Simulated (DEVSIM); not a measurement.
Structure: W/La2O3/SiO2/p-Si capacitor, at 250 K.

| layer (left to right) | material | thickness (nm) | Na (cm⁻³) |
|---|---|---|---|
| 1 | La2O3 | 16.0 | - |
| 2 | SiO2 | 1.30 | - |
| 3 | Si | 6300 | 8.4e15 |

Metal gate on the left, work function 4.6 eV. Fixed charge at the semiconductor interface 0 cm⁻² (in units of +e); no interface traps.

This is a model device: material constants are rounded textbook-type values typed into the input, and sizes, dopings and lifetimes were drawn at random. Values at 300 K; Nc and Nv go as T^1.5, mobilities as T to minus their exponent, the gap by Varshni's rule with the affinity fixed.

| parameter | La2O3 | SiO2 | Si |
|---|---|---|---|
| gap (eV) | 5.8 | 9 | 1.124 |
| affinity (eV) | 1.8 | 0.9 | 4.05 |
| permittivity | 27 | 3.9 | 11.7 |
| Nc (cm⁻³) | - | - | 2.86e19 |
| Nv (cm⁻³) | - | - | 3.1e19 |
| Varshni α (eV/K) | - | - | 0.000473 |
| Varshni β (K) | - | - | 636 |

Simulated with DEVSIM: 1D Poisson equation in equilibrium, Boltzmann statistics, complete ionisation; no quantum confinement or tunnelling. Metal contacts follow the ideal Schottky-Mott rule: no Fermi-level pinning, no interface dipoles.

The temperature was swept, all else fixed.

```json
[
 {"temperature (K)": "250", "threshold voltage (band bending 2φF) (V)": "0.43", "flat-band voltage (V)": "-0.41", "minimum of the low-frequency capacitance (μF/cm²)": "0.0318"},
 {"temperature (K)": "300", "threshold voltage (band bending 2φF) (V)": "0.39", "flat-band voltage (V)": "-0.36", "minimum of the low-frequency capacitance (μF/cm²)": "0.0344"},
 {"temperature (K)": "350", "threshold voltage (band bending 2φF) (V)": "0.34", "flat-band voltage (V)": "-0.31", "minimum of the low-frequency capacitance (μF/cm²)": "0.0386"},
 {"temperature (K)": "400", "threshold voltage (band bending 2φF) (V)": "0.29", "flat-band voltage (V)": "-0.25", "minimum of the low-frequency capacitance (μF/cm²)": "0.0439"},
 {"temperature (K)": "450", "threshold voltage (band bending 2φF) (V)": "0.25", "flat-band voltage (V)": "-0.19", "minimum of the low-frequency capacitance (μF/cm²)": "0.0539"},
 {"temperature (K)": "500", "threshold voltage (band bending 2φF) (V)": "0.20", "flat-band voltage (V)": "-0.13", "minimum of the low-frequency capacitance (μF/cm²)": "0.0668"}
]
```

From the first row to the last the threshold voltage (band bending 2φF) goes from 0.43 to 0.20. From the first row to the last the flat-band voltage goes from -0.41 to -0.13.
